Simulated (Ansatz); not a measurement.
Pair distribution function (Mo-Si) of MoSi2 (C11b type), cell Si36Mo18, started from the crystal [in the run: it stayed crystalline; mean temperature 302 K (target 300 K); density 6.16 g/cm³; 2×2×2 k-points, which a denser mesh shifts by 0.1 GPa in pressure and 0.04 eV/Å in forces], from MD at 302 K. These are PBE (plane waves, PAW; Ansatz, a first-principles code) values and carry that method's errors. Volume per atom 13.68 Å³, mean pressure 0.1 GPa. 

| r (Å) | g(r) |
|---|---|
| 1.70 | 0.00 |
| 1.74 | 0.00 |
| 1.78 | 0.00 |
| 1.82 | 0.00 |
| 1.86 | 0.00 |
| 1.90 | 0.00 |
| 1.94 | 0.00 |
| 1.98 | 0.00 |
| 2.02 | 0.00 |
| 2.06 | 0.00 |
| 2.10 | 0.00 |
| 2.14 | 0.00 |
| 2.18 | 0.00 |
| 2.22 | 0.00 |
| 2.26 | 0.00 |
| 2.30 | 0.00 |
| 2.34 | 0.00 |
| 2.38 | 0.00 |
| 2.42 | 0.07 |
| 2.46 | 0.38 |
| 2.50 | 2.00 |
| 2.54 | 6.05 |
| 2.58 | 11.7 |
| 2.62 | 15.0 |
| 2.66 | 12.2 |
| 2.70 | 7.41 |
| 2.74 | 3.17 |
| 2.78 | 0.89 |
| 2.82 | 0.27 |
| 2.86 | 0.03 |
| 2.90 | 0.01 |
| 2.94 | 0.00 |
| 2.98 | 0.00 |
| 3.02 | 0.00 |
| 3.06 | 0.00 |
| 3.10 | 0.00 |
| 3.14 | 0.00 |
| 3.18 | 0.00 |
| 3.22 | 0.00 |
| 3.26 | 0.00 |
| 3.30 | 0.00 |
| 3.34 | 0.00 |
| 3.38 | 0.00 |
| 3.42 | 0.00 |
| 3.46 | 0.00 |
| 3.50 | 0.00 |
| 3.54 | 0.00 |
| 3.58 | 0.00 |
| 3.62 | 0.00 |
| 3.66 | 0.00 |
| 3.70 | 0.00 |
| 3.74 | 0.00 |
| 3.78 | 0.00 |
| 3.82 | 0.00 |
| 3.86 | 0.00 |
| 3.90 | 0.00 |

Question: Read off where the first shell ends and the number of neighbours in it.

Answer: g is nil from 2.9 to 3.9 Å, so any cut there serves; 10.0 Si round each Mo and 5.0 Mo round each Si in the shell, from n = 4πρ∫r²g(r)dr.
